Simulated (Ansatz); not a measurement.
A periodic model of amorphous Ti20O41Sr:

```xyz
62
Lattice="9.0455 0.1165 0.2291 0.1165 9.2725 -0.0599 0.2291 -0.0599 9.1884" Properties=species:S:1:pos:R:3 pbc="T T T"
Ti     7.4683     4.1524     1.3155
Ti     4.8847     0.1210     7.4378
Ti     2.7071     8.1153     4.8613
Ti     8.4078     8.9325     6.8937
Ti     8.7810     7.6879     4.1470
Ti     1.7580     1.5289     6.3529
Ti     8.6904     5.9970     8.5513
Ti     6.0053     4.0702     5.8022
Ti     7.6188     2.5003     8.0654
Ti     2.5676     3.8498     2.4383
Ti     1.1586     1.1299     3.1992
Ti     2.7688     7.1877     7.7829
Ti     3.9082     3.3330     7.9644
Ti     5.3829     5.9995     9.0670
Ti     5.8823     7.4303     4.4926
Ti     4.6714     1.3387     4.3223
Ti     3.1116     7.3553     1.9311
Ti     2.4168     4.8402     5.9471
Ti     3.9794     1.4247     1.4917
Ti     8.8886     4.0285     4.4584
O      8.6849     7.9863     8.3712
O      8.8029     0.2499     3.0387
O      1.0441     2.7962     2.2967
O      5.1212     9.0990     5.4238
O      1.7040     7.6062     3.3416
O      7.8755     3.8719     5.9973
O      5.8109     4.7131     1.0710
O      5.3086     0.7808     2.7434
O      8.4844     4.0431     8.6003
O      4.0587     4.0634     6.0100
O      0.6954     8.6180     5.2858
O      2.5812     0.4188     1.9791
O      7.1804     2.2600     0.6241
O      1.9679     3.2540     7.0657
O      8.4080     5.8723     1.1359
O      6.7485     0.7012     7.3946
O      6.8941     6.0931     8.0509
O      7.7029     3.8313     3.1270
O      2.5209     8.8105     6.8646
O      2.7098     0.8331     4.6502
O      2.1977     7.6118     0.3033
O      7.4294     7.9173     5.6225
O      1.9034     4.3526     4.2680
O      4.1355     7.7096     3.6320
O      3.2628     3.0009     0.5849
O      1.3177     5.8721     7.3342
O      8.9173     5.9252     4.4406
O      3.1246     6.5652     5.7801
O      3.8042     2.7334     3.1050
O      7.0935     7.5680     3.1776
O      0.6632     2.1203     4.8163
O      3.8073     5.2503     8.2986
O      5.8345     3.3621     7.6698
O      5.8622     5.6877     4.9465
O      3.7427     1.6125     7.0810
O      4.8649     7.3361     1.1386
O      2.9124     5.5580     1.9460
O      4.9976     0.6030     9.2627
O      4.6846     7.6204     7.7618
O      9.1703     1.3811     7.5245
O      5.8909     2.4976     4.8876
Sr     7.1458     9.0467     1.2167
```

The numbers are results of PBE, scalar-relativistic without spin-orbit coupling (plane waves to 420 eV, PAW; Ansatz, a program for electronic structure), not measurements.

A CHGNet melt-quench gave the starting glass, which DFT then relaxed. O atoms were pushed apart under 1.9 Å during the dynamics, to hinder bonds among them. The hot cell started wider than the set density and was brought back towards it in steps. It is the lowest in DFT energy of 2 quenches. It is a model cell: composition and starting density were chosen by hand, and all elements were melted together. No dispersion term was used. Its density started from a set value of 3.67 and ended at 3.67 g/cm³. The simulated quench (nominally 360 K/ps over its main leg) is rapid and tends to freeze in more defects than a deposited or slowly cooled glass has. One small periodic cell is one sample of the glass; other quenches scatter about these values. The volume was held where the preparation left it and the shape relaxed, at a PBE pressure of 1.7 GPa. Stress components on the final sampling reach 1.8 GPa. On a 2×2×2 Γ-centred mesh force components of up to 0.14 eV/Å stay, since the relaxation ran on the zone centre alone.

Bonds are counted up to Ti-Ti 3.12 Å, Ti-O 2.34 Å, Ti-Sr 3.65 Å, O-O 1.58 Å, O-Sr 3.13 Å, Sr-Sr 4.18 Å. Two cations that share two anions don't count as bonded, nor two that share one unless they lie closer than Ti-Ti 3.04 Å, Ti-Sr 3.55 Å, Sr-Sr 4.07 Å.

Question: Give the coordination numbers, mean bond lengths and angles.

Answer: 
```json
{
  "Mean coordination of Ti by anions": "5.25 (15 with 5, 5 with 6)",
  "Mean coordination of O": "2.73 (12 with 2, 28 with 3, 1 with 4)",
  "Mean coordination of Sr by anions": "7.00 (1 with 7)",
  "Mean Ti-O bond": "1.946 Å (spread 0.115 Å, 105 counted)",
  "Mean O-Sr bond": "2.605 Å (spread 0.129 Å, 7 counted)",
  "Bond angle at Ti": "mean 105.2°, spread 26.5°",
  "Bond angle at O": "mean 119.2°, spread 20.5°",
  "Bond angle at Sr": "mean 99.2°, spread 29.9°"
}
```

Question: List the pairs of like atoms that count as bonded by the rules above.

Answer: There are none by these rules.
